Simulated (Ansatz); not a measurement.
# Response to strain in Hf

Start from Hf in the hcp (Mg type) structure (space group P6_3/mmc, No. 194; relaxed with 0.1 eV smearing).

```yaml
crystal:
  lattice:
    - [3.19829, 0.00000, 0.00000]
    - [-1.59915, 2.76980, 0.00000]
    - [0.00000, 0.00000, 5.04882]
  atoms:
    - { symbol: Hf, position: [0.66667, 0.33333, 0.75000] }
    - { symbol: Hf, position: [0.33333, 0.66667, 0.25000] }
```

Strains are applied to the cell and any free atomic positions relax.

Calculations: r2SCAN (Ansatz, an electronic-structure program), scalar-relativistic without spin-orbit coupling.

Notes on the quantities. energy relative to the base: free energy F.

```csv
isotropic strain (%),energy relative to the base (meV/atom)
-3,66.8
-2.5,45.8
-2,29.0
-1.5,?
-1,7.1
-0.5,1.7
0,0.0
```

**Question.** Fit ΔE = Aε² + Bε³ (ε in %) to the rows shown and predict the withheld row.

**Answer.** Least squares on the printed values gives A = 6.90 and B = -0.18 meV/atom (largest residual 0.0 meV/atom); this predicts 16.1 meV/atom, and the run gives 16.1 meV/atom, in agreement.

Whether these cells are dynamically stable was not tested. All final runs are without spin polarisation.
